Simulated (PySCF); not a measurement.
PySCF 2.14.0, BP86/def2-svpd, df: Zn(H)2 ([ZnH2]), 3 atoms. The geometry is a generated start, not checked to be a minimum at this level.

```json
{
 "task": "energy",
 "method": "bp86",
 "basis": "def2-svpd",
 "two_electron_scheme": "density fitting",
 "mol.max_memory": "3000 MB",
 "mf.max_cycle": "100",
 "mf.init_guess": "minao (default)",
 "mf.DIIS": "CDIIS (default)",
 "mf.diis_space": "8 (default)",
 "mf.conv_tol": "1e-09 (default)",
 "mf.grids.level": "3 (default)",
 "basis_functions": "50",
 "grid_points": "40256"
}
```

```xyz
3

Zn     0.0001    -0.0006     0.0000
H      0.2611    -1.4740     0.0887
H     -0.2612     1.4747    -0.0888
```

Charge 0 and multiplicity 1 are set for this test and not shown to be the ground state.

One run each on 2 threads, 1 BLAS thread. Values of level_shift (Hartree) tried: 0 (default), 0.1, 0.3, 1.

**Question.** Which value of level_shift (Hartree) needs the fewest Fock builds, and what happens away from it?

**Answer.** Fewest Fock builds, within one of each other: 0 (default) with 11, 0.1 with 11. The count rises to 30 at 1. All converge to one solution.

```csv
level_shift (Hartree),Fock builds,end
0 (default),11,same solution
0.1,11,same solution
0.3,14,same solution
1,30,same solution
```
